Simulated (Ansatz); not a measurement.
Ansatz (an electronic-structure program), DFT, HSE06, plane waves, its default PAW files: MoS2 sheet, 1x1, 3 atoms. Basis and mesh were picked for this test and aren't claimed converged.

Ansatz 0.2 input:
```yaml
crystal:
  lattice:
    - [3.16, 0.0, 0.0]
    - [-1.58, 2.73664, 0.0]
    - [0.0, 0.0, 17.13]
  atoms:
    - { symbol: Mo, position: [0.0, 0.0, 0.5] }
    - { symbol: S, position: [0.666667, 0.333333, 0.59136] }
    - { symbol: S, position: [0.666667, 0.333333, 0.40864] }
kpoints:
  mp_grid: { grid: [9, 9, 1] }
hamiltonian:
  xc: hse06
  pseudopotentials: { kind: paw }
scf:
  occupations: { method: fixed }
  exx: { build: pair_densities, ecutfock_ratio: 4 }
output:
  forces: true
```

```bash
OMP_NUM_THREADS=88 ANSATZ_TIMINGS=1 ansatz run --backend cpu --threads 88 --max-ram 200GiB --events-out run.ndjson --runs-dir run.runs --progress --plain run.yaml
```

The program reports k-points after symmetry: 12, bands at the start: 17, electrons: 26, plane waves at Γ: 2841, cutoff (eV): 420, FFT grid: 24×24×120, symmetry operations: 12.

Machine: one whole node, Arm Neoverse V2, 96 cores on 1 socket, no SMT, 1 L3 cache group.

On 88 threads this takes 21 s. Each time is the median wall time of two to five repeats, run one at a time on the otherwise empty machine; start-up is included. Processes are pinned to neighbouring cores unless said otherwise. The build: release build for Arm (Neoverse V2), one process with threads; another build can shift the numbers. Scratch files lie in a memory file system.

### Question
Speed this job up; the result has to stay within 1.0 meV/atom in energy, 10 meV/Å in forces (largest component). Keep to 88 cores.

### Answer
This is not unique; one that fits is going from scf.exx.build = pair_densities, scf.exx.ecutfock_ratio = 4 to scf.exx.build = auto_tight, scf.exx.ecutfock_ratio = not set, one of the fastest among the values tried that keep the result.

```diff
-  exx: { build: pair_densities, ecutfock_ratio: 4 }
+  exx: { build: auto_tight }
```

Time: 21 s to 2.9 s (7.2× as fast). Applications of H to a band go from 14304 to 14305. These two results differ by: energy under 0.001 meV/atom, forces (largest component) under 0.001 meV/Å. Others tried: scf.exx.energy_threshold = 0.001 eV, scf.exx.build = auto (default), scf.exx.ecutfock_ratio = not set (2.9 s); scf.exx.build = auto (default), scf.exx.warmup_dr2_ratio = 0.1, scf.exx.ecutfock_ratio = not set (2.9 s); scf.exx.energy_threshold = 1e-07 eV, scf.exx.build = auto (default), scf.exx.ecutfock_ratio = not set (3.0 s); scf.exx.build = auto (default), scf.exx.ecutfock_ratio = not set (3.0 s); scf.exx.build = pair_densities, scf.exx.ecutfock_ratio = not set (21 s); scf.exx.build = pair_densities, scf.exx.ecutfock_ratio = 2 (21 s). Launch, exit and the like take 0.74 s of the 2.9 s.
